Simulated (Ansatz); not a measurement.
## CdI2: Li interstitial (started 2.86 Å from the nearest host atom), symmetric start

The parent structure is a 12-atom supercell of CdI₂ in the CdI2 type structure (space group P-3m1, No. 164; a = 4.152 Å, c = 6.551 Å; layered, stacked along the Cartesian z axis) at its relaxed geometry.

It is then changed as follows: a neutral Li interstitial (started 2.86 Å from the nearest host atom), symmetric start, atoms relaxed at fixed cell.

Computed with PBEsol-D3(BJ)/PAW in Ansatz (an electronic-structure program), spin-orbit coupling left out. k-mesh 5×5×5 (Γ-centred); smearing 0.01 eV (Fermi–Dirac).

```yaml
final_site_of_the_added_atom: 6 I at 2.86 Å (octahedral)
```

Cost of the whole job for the changed cell (relaxation, final SCF and bands): about 12 core-minutes (a rough figure).

The magnetic state is the one reached from the starting moments; the real material's order can differ, and small cells can't hold many antiferromagnetic ones. In so small a cell the defect repeats every few ångströms: this is an ordered compound, not a dilute defect. The defect started on the symmetric site and kept its symmetry, so it may sit on a saddle. Seeded moments were not kept for Li interstitial (started 2.86 Å from the nearest host atom). The defect cell is spin-polarised and ends with 0.0 μB.
